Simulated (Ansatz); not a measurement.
**TiO2: biaxial strain +0.63 %, plane normal [001], relaxed out of plane**

Base system: TiO2 in the rutile structure (space group P4_2/mnm, No. 136; a = 4.597 Å, c = 2.954 Å). Axes: x, y, z lie along a, b, c of the conventional cell.

Modification: tensile biaxial strain of 0.63 % in the plane normal to [001], as in epitaxy on a mismatched substrate; the out-of-plane cell vector and the atoms relax.

Calculations: Ansatz (a quantum-chemistry and plane-wave program), r2SCAN, PAW, cutoff 500 eV, spin-orbit coupling left out. k-mesh 7×7×11 (Γ-centred); smearing 0.05 eV (Fermi–Dirac).

The volume per atom goes up by 0.09 Å³ to 10.49 Å³ and the shortest interatomic distance hardly moves (1.948 Å against 1.947 Å). The pressure (mean of the normal stresses, compression positive) goes from zero to -15.7 kbar and the band gap stays essentially unchanged (2.22 eV against 2.23 eV). The gap character stays direct at Γ and the width of the top valence band decreases by 0.03 eV (1.66 eV → 1.63 eV). The electron mass becomes 0.58 mₑ out of plane, 1.2 mₑ in plane (at Γ) (base: 0.58 mₑ along c, 1.2 mₑ across (at Γ)) and the valence-band top at Γ (three highest levels, from the VBM) changes from 0.00, -0.48, -0.48 eV to 0.00, -0.46, -0.46 eV. The out-of-plane strain comes out as -0.39 % and the mean in-plane stress (compression positive) amounts to -2.4 GPa.

Masses are band curvatures over ±0.01 Å⁻¹ around the edge. Stability against distortions was not tested. All final runs are without spin polarisation.
